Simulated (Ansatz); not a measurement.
Start from InSb in the zinc blende structure (space group F-43m, No. 216; a = 6.5191 Å).

One thing is altered: full substitution Sb → As, then cell and atoms are relaxed.

Levels (all Ansatz, an electronic-structure program, PAW): PBEsol (420 eV, spin-orbit coupling left out); r2SCAN (500 eV, scalar-relativistic without spin-orbit coupling).

The geometry is relaxed with PBEsol.

* **PBEsol band gap**: zero
* **PBEsol pressure**: 0.0 GPa

### Question
What does r2SCAN give at this geometry for the band gap and pressure?

### Answer
The band gap becomes 0.14 eV (PBEsol: zero); the pressure goes from zero to 0.6 GPa.

Single points use the geometry relaxed with PBEsol. Their cutoffs differ, which shifts pressures a little. Stability against distortions was not tested. All final runs are without spin polarisation. A zero or small gap of InAs and InSb can be the functional's error rather than a property of the material.
